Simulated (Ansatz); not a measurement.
Worked example: self-consistent single point of Ta5N6 (P6_3/mcm, 22 atoms in the cell) in Ansatz (an electronic-structure program)

Computed with r2SCAN, default PAW files made with PBE (plane waves; Ansatz).

This input was run:

Ansatz 0.2 input:
```yaml
crystal:
  lattice:
    - [5.252605, 0.000000, 0.000000]
    - [-2.626302, 4.548889, 0.000000]
    - [0.000000, 0.000000, 10.506224]
  atoms:
    - { symbol: N, position: [0.340000, 0.000000, 0.625000] }
    - { symbol: N, position: [0.340000, 0.340000, 0.125000] }
    - { symbol: N, position: [0.000000, 0.340000, 0.625000] }
    - { symbol: N, position: [0.660000, 0.000000, 0.125000] }
    - { symbol: N, position: [0.660000, 0.660000, 0.625000] }
    - { symbol: N, position: [0.000000, 0.660000, 0.125000] }
    - { symbol: N, position: [0.000000, 0.660000, 0.375000] }
    - { symbol: N, position: [0.660000, 0.660000, 0.875000] }
    - { symbol: N, position: [0.660000, 0.000000, 0.375000] }
    - { symbol: N, position: [0.000000, 0.340000, 0.875000] }
    - { symbol: N, position: [0.340000, 0.340000, 0.375000] }
    - { symbol: N, position: [0.340000, 0.000000, 0.875000] }
    - { symbol: Ta, position: [0.333333, 0.666667, 0.000000] }
    - { symbol: Ta, position: [0.666667, 0.333333, 0.500000] }
    - { symbol: Ta, position: [0.666667, 0.333333, 0.000000] }
    - { symbol: Ta, position: [0.333333, 0.666667, 0.500000] }
    - { symbol: Ta, position: [0.320000, 0.000000, 0.250000] }
    - { symbol: Ta, position: [0.320000, 0.320000, 0.750000] }
    - { symbol: Ta, position: [0.000000, 0.320000, 0.250000] }
    - { symbol: Ta, position: [0.680000, 0.000000, 0.750000] }
    - { symbol: Ta, position: [0.680000, 0.680000, 0.250000] }
    - { symbol: Ta, position: [0.000000, 0.680000, 0.750000] }
basis:
  ecutwfc: 500.0 eV
kpoints:
  mp_grid:
    grid: [4, 4, 2]
hamiltonian:
  xc: r2scan
  pseudopotentials:
    kind: paw
scf:
  occupations:
    method: gaussian
    width: 0.1 eV
output:
  forces: true
  eigenvalues: true
  stress: true
```

Log, with long lists cut:

```
WARN the atoms were moved onto the symmetric positions of the space group found under crystal.symmetry.tolerance 1.0e-5 (fractional …
WARN ansatz: RAYON_NUM_THREADS=1 ignored (pool sized by the plan → 1); use --threads N
Pseudopotentials: kind: paw
Pseudopotential: N, paw, valence charge 5
Pseudopotential: Ta, paw, valence charge 13
Crystal: 22 atoms, lattice volume = 251.031 Å³
Basis set: ecut = 500 eV, 6435 PW (Γ), exchange–correlation on 160×160×320 points (64 copies of the dense FFT grid, shifted against one another)
Bands: 117, of which v1, the nominal top of the filled ones, is band 95 counted from 1 (94 counted from 0)
Symmetry: 24 space group operations
Space group: P63/mcm (ITA 193), of the structure as read, at distance tolerance 6.3e-5 Å
k-points: 8 of 32
PAW frozen core: N, regenerated for the run's functional
PAW frozen core: Ta, regenerated for the run's functional
Initial density: superposition of atomic densities (neutral atoms: chi_scale 0, normalization atom), corrected by the library's trained network
Initial wavefunctions: pseudopotential atomic-orbital guess
Eigensolver: davidson
Functional: x = r2scan, c = r2scan; τ floored in thin density (d = 2e-4 eV/Å³)
SCF iter   1: F=—  HF=-104088.664556 eV  |F-HF|=—  |Δ(HF+E_count)|=         —  Δρ=1.38e-2  dr2=1.01e0  dr2_τ=1.40e0  ethr=1.77e-3  ⟨swp⟩=6.8  Hψ=3945  notcnv=0  defer=1
all-band conjugate gradients solve this SCF's bands
preconditioner: auto → LDOS
SCF iter   2: F=—  HF=-104089.288027 eV  |F-HF|=—  |Δ(HF+E_count)|=   6.23e-1  Δρ=8.66e-3  dr2=2.63e-1  dr2_τ=3.50e-2  ethr=5.34e-4  ⟨swp⟩=2.6  Hψ=1559  notcnv=0  defer=111
SCF iter   3: F=—  HF=-104089.249590 eV  |F-HF|=—  |Δ(HF+E_count)|=   3.84e-2  Δρ=3.72e-3  dr2=7.66e-2  dr2_τ=8.80e-3  ethr=1.38e-4  ⟨swp⟩=2.0  Hψ=1359  notcnv=0  defer=111
SCF iter   4: F=—  HF=-104089.241501 eV  |F-HF|=—  |Δ(HF+E_count)|=   8.09e-3  Δρ=1.56e-3  dr2=1.58e-2  dr2_τ=2.68e-4  ethr=4.03e-5  ⟨swp⟩=2.0  Hψ=1088  notcnv=0  defer=111
SCF iter   5: F=—  HF=-104089.239803 eV  |F-HF|=—  |Δ(HF+E_count)|=   1.70e-3  Δρ=4.53e-4  dr2=1.20e-3  dr2_τ=2.73e-5  ethr=8.34e-6  ⟨swp⟩=2.0  Hψ=1159  notcnv=0  defer=111
SCF iter   6: F=—  HF=-104089.239684 eV  |F-HF|=—  |Δ(HF+E_count)|=   1.19e-4  Δρ=1.31e-4  dr2=7.05e-5  dr2_τ=2.39e-6  ethr=6.30e-7  ⟨swp⟩=2.0  Hψ=1219  notcnv=0  defer=111
SCF iter   7: F=—  HF=-104089.239766 eV  |F-HF|=—  |Δ(HF+E_count)|=   8.26e-5  Δρ=3.75e-5  dr2=4.13e-6  dr2_τ=3.98e-7  ethr=3.71e-8  ⟨swp⟩=2.0  Hψ=1319  notcnv=0  defer=111
SCF iter   8: F=-104089.239766 eV  HF=-104089.239766 eV  |F-HF|=5.78e-8  |Δ(HF+E_count)|=   2.19e-7  Δρ=5.72e-6  dr2=6.89e-8  dr2_τ=1.32e-8  ethr=5.26e-11  ⟨swp⟩=13.0  Hψ=5527  notcnv=0
SCF 1 converged in 8 iterations: F = -104089.239766 eV  dr2 = 6.89e-8
SCF converged after 8 iterations
Free energy (F): -104089.239766 eV
Harris-Foulkes:  -104089.239766 eV  (|F-HF|=5.78e-8)
Internal energy: -104089.192139 eV  (E = F + TS)
E sigma→0 (E₀):  -104089.215953 eV
Entropy (-TS):   -0.047627 eV (-2.165 meV/atom)
Fermi energy:    18.166106 eV
--- Per-component energies (eV) ---
  E_band       = -1083.418938
  E_kinetic    = 5246.050487
  E_local      = -8085.872804  (includes V_loc(G=0)·N_el)
  E_nonlocal   = 680.535261
  E_hartree    = 2793.849333
  E_xc         = -2767.194918
  E_vxc        = -3240.671918  (∫ρ·V_xc dr)
  E_paw        = -85774.830772  (= ΣΔE_a)
  E_vpaw       = -1439.308944  (= ΣTr[D̂ρ^β])
  E_aug_tail   = 0.000978  (compensation charges beyond the density's cutoff)
  E_vtau       = 168.138922  (kinetic-family band-sum trace: ∫τ·v_τ [+ j·A + Jᵃ·Aᵃ] dr)
  E_ewald      = -16173.812127
  E_core_change = -7.917578  (= ΣΔE_core)
  E_smearing   = -0.047627  (= −TS)
  E_closure    = -0.000000  (closes the sum)
  Σ components = -104089.239766   (vs F -104089.239766, Δ=0.00e0)
--- Forces (eV/Å), atoms counted from 1 ---
  atom   1  N      0.47719651    -0.00000003    -0.75937715
  atom   2  N      0.23859828     0.41326429    -0.75937715
  atom   3  N     -0.23859823     0.41326432    -0.75937715
  atom   4  N     -0.47719651     0.00000003    -0.75937715
  atom   5  N     -0.23859828    -0.41326429    -0.75937715
  atom   6  N      0.23859823    -0.41326432    -0.75937715
  atom   7  N      0.23859823    -0.41326432     0.75937715
  atom   8  N     -0.23859828    -0.41326429     0.75937715
  atom   9  N     -0.47719651     0.00000003     0.75937715
  atom  10  N     -0.23859823     0.41326432     0.75937715
  atom  11  N      0.23859828     0.41326429     0.75937715
  atom  12  N      0.47719651    -0.00000003     0.75937715
  atom  13  Ta    -0.00000000    -0.00000000     0.00000000
  atom  14  Ta     0.00000000     0.00000000    -0.00000000
  atom  15  Ta     0.00000000     0.00000000     0.00000000
  atom  16  Ta    -0.00000000    -0.00000000    -0.00000000
  atom  17  Ta     0.60296224    -0.00000003     0.00000000
  atom  18  Ta     0.30148115     0.52218060     0.00000000
  atom  19  Ta    -0.30148109     0.52218064     0.00000000
  atom  20  Ta    -0.60296224     0.00000003     0.00000000
  atom  21  Ta    -0.30148115    -0.52218060     0.00000000
  atom  22  Ta     0.30148109    -0.52218064     0.00000000
  max |Σ_I F_I| component: 7.77e-16 eV/Å
--- Stress (GPa, compression-positive) ---
      -11.096846      -0.000000       0.000000
        0.000000     -11.096846       0.000000
        0.000000       0.000000      -8.490933
  P = ⅓ Tr σ = -10.2282 GPa (-102.282 kbar)
  The stress holds the Pulay correction. Without it, at fixed plane waves, as pw.x and ABINIT print it: P = -10.3027 GPa
--- Band table (eV; the first three rows and the last of 8) ---
  k-point 0: bands = ["-53.6513", "-53.6509", "-53.6111", "-53.6111", "-52.8109", "-52.8105", "-52.7448", "-52.7448", "-52.7448", "-52.7448", "-19.7351", "-19.6829", "-19.6829", "-19.6802", "-19.6802", "-19.6501", "-19.5474", "-19.5034", "-19.3187", [...]
  k-point 1: bands = ["-53.6511", "-53.6511", "-53.6111", "-53.6111", "-52.8107", "-52.8107", "-52.7448", "-52.7448", "-52.7448", "-52.7448", "-19.6950", "-19.6950", "-19.6817", "-19.6817", "-19.6817", "-19.6817", "-19.5261", "-19.5261", "-19.3172", [...]
  k-point 2: bands = ["-53.6462", "-53.6459", "-53.6162", "-53.6162", "-52.8006", "-52.8003", "-52.7519", "-52.7518", "-52.7482", "-52.7481", "-19.7034", "-19.7014", "-19.6986", "-19.6498", "-19.6397", "-19.6360", "-19.5735", "-19.5318", "-19.3608", [...]
  k-point 7: bands = ["-53.6378", "-53.6378", "-53.6245", "-53.6245", "-52.7853", "-52.7853", "-52.7598", "-52.7598", "-52.7555", "-52.7555", "-19.7220", "-19.7220", "-19.6387", "-19.6387", "-19.5953", "-19.5953", "-19.5642", "-19.5642", "-19.4317", [...]
```

The run converged in 8 iterations.

The starting cell comes from a database of published, mostly measured structures (it also holds non-ambient and calculated ones), without a prior relaxation at this level. Its lattice was rescaled by a random factor within 2.5 % of one. Spin-orbit coupling is off. Spin polarisation is off. With a pressure of about -10 GPa the cell is away from its equilibrium volume at this level. Ansatz's pressure includes its estimate of the finite-basis (Pulay) stress.

Cost on one core of a shared machine: roughly 30 s.
